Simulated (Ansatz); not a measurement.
The cell is made up: elements placed on another compound's structure type, so the phase may be hypothetical.

By PBEsol, the system below comes out a metal.

A figure of merit of an interconnect metal is its ballistic conductance per area.

Given:

```xyz
4
Lattice="2.9489 0.0000 0.0000 1.4744 2.5538 0.0000 1.4744 -0.8513 6.1246" Properties=species:S:1:pos:R:3 pbc="T T T"
Rh     1.4744     0.8513     3.0623
Pd     0.0000     0.0000     0.0000
N      2.9489     1.7025     4.1759
N      2.9489     0.0000     1.9487
```

Space group of this cell: R-3m. The cell was relaxed by PBE-D3(BJ); by PBEsol its mean pressure is -3.8 GPa.

The current flows along the normal of the first two printed cell vectors. No spin-orbit coupling; the value is a mean over 0.1 eV about the Fermi level.

Question: Give the ballistic conductance per area that Ansatz (a quantum-chemistry and plane-wave program) with PBEsol yields.

Answer: 1.2 × 10¹⁵ S/m² for both spins.
